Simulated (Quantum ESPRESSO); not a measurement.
Troubleshooting Quantum ESPRESSO: a failed run on La2C3 (I-43d, 20 atoms in the cell). The aim is a self-consistent single point with DFT, PBEsol, plane waves, GBRV 1.5 ultrasoft (PBESOL) pseudopotentials.

Cell that was meant: a = 7.7401 Å, b = 7.7401 Å, c = 7.7401 Å, α = 109.47°, β = 109.47°, γ = 109.47°.

Part of the input:

```fortran
&SYSTEM
    ibrav = 0
    nat = 20
    ntyp = 1
    ecutwfc = 40
    ecutrho = 200
    occupations = 'smearing'
```

Output (repeated stretches shortened):

```
     This program is part of the open-source Quantum ESPRESSO suite
     for quantum simulation of materials; please cite

Warning: card C     12.0110  C_PBESOL_V1.2.USPP.F.UPF ignored

 %%%%%%%%%%%%%%%%%%%%%%%%%%%%%%%%%%%%%%%%%%%%%%%%%%%%%%%%%%%%%%%%%%%%%%%%%%%%%%
     Error in routine read_cards (9):
     species C in ATOMIC_POSITIONS is nonexistent
 %%%%%%%%%%%%%%%%%%%%%%%%%%%%%%%%%%%%%%%%%%%%%%%%%%%%%%%%%%%%%%%%%%%%%%%%%%%%%%

     stopping ...
```

From the messages shown, name the fault and mend the input.

The fault is a species count that does not match the list of species. The number of species decides how many lines of the species card are read. To fix it, make the count match the list. The program stopped before any SCF iteration.

The sound input it was made from differs as follows (other fixes are possible):
```diff
-    ntyp = 1
+    ntyp = 2
```

With that input, the run converged in 14 iterations: free energy E − TS -12999.1475 eV; Fermi level (on the code's own zero) 11.57 eV; pressure -7.24 GPa; largest force (vector length) 0.315 eV/Å (DFT, PBEsol, plane waves, GBRV 1.5 ultrasoft (PBESOL) pseudopotentials).

On the sound input: the starting cell comes from a database of computed structures (which also holds hypothetical and non-ambient phases and stackings), without a prior relaxation at this level. Its lattice was rescaled by a random factor within 2.5 % of one. With a pressure of about -7 GPa the cell is away from its equilibrium volume at this level.
